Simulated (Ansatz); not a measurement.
Take ZnO in the wurtzite structure (space group P6_3mc, No. 186) as the base.

```
ZnO
1.0
    3.22996     0.00000     0.00000
   -1.61498     2.79723     0.00000
    0.00000     0.00000     5.21438
Zn O
2 2
Direct
  0.33333   0.66667   0.00154
  0.66667   0.33333   0.50154
  0.33333   0.66667   0.38046
  0.66667   0.33333   0.88046
```

Cartesian axes are those of the cell as printed.

The values are results of PBEsol, PAW, 420 eV (Ansatz, a first-principles code; no spin-orbit coupling), not measurements.

Now apply this change: uniaxial strain ε_xx = −1.80 %, all other strain components held at zero; the atoms relax in the strained cell.

Predict the stress tensor and what it implies for the stiffness.

Stress of the strained cell less that of the base (GPa, compression positive):
```
   3.71    0.00    0.00
   0.00    2.33    0.00
   0.00    0.00    2.05
```

Then −Δσ_ii/ε with ε = -0.0180 gives secant stiffness values (nonlinear terms included at this strain): C11 ≈ 206 GPa, C12 ≈ 130 GPa and C13 ≈ 114 GPa.

Stability against distortions was not tested.
